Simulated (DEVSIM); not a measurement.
System: abrupt Ge p-n junction, at 350 K.

```csv
layer (left to right),material,thickness (μm),Nd (cm⁻³),Na (cm⁻³),τn (s),τp (s)
1,Ge,0.150,-,3.1e15,2.8e-7,2.8e-7
2,Ge,2.10,2e17,-,2.8e-7,2.8e-7
```

Left contact: ohmic. Right contact: ohmic. Voltage is applied to the left contact. Recombination: SRH at mid-gap, Auger. Mobility is μmin + (μ − μmin)/(1 + (N/Nref)^α).

The device is made up for the run: typed textbook-type constants, with dimensions and the other settings drawn at random. Values at 300 K; Nc and Nv go as T^1.5, mobilities as T to minus their exponent, the gap by Varshni's rule with the affinity fixed.

```csv
parameter,Ge
gap (eV),0.664
affinity (eV),4
permittivity,16
Nc (cm⁻³),1.04e19
Nv (cm⁻³),6e18
μn (cm²/Vs),3900
μp (cm²/Vs),1900
"μn,min",150
"μp,min",100
"Nref,n",2.6e17
"Nref,p",4e17
αn,0.56
αp,0.6
T exponent of μn,1.66
T exponent of μp,2.33
Cn (cm⁶/s),1e-31
Cp (cm⁶/s),1e-31
Varshni α (eV/K),0.000477
Varshni β (K),235
```

DEVSIM, 1D drift-diffusion, Boltzmann statistics, complete ionisation; no tunnelling, impact ionisation, image-force lowering or self-heating.

The thickness of layer 1 was swept, all else fixed.

```csv
thickness of layer 1 (μm),largest field in the device at zero bias (V/cm)
0.03,59000
0.052,44000
0.09,32000
0.15,27000
0.26,25000
0.45,25000
0.75,25000
```

From the first row to the last the largest field in the device at zero bias goes from 59000 to 25000.
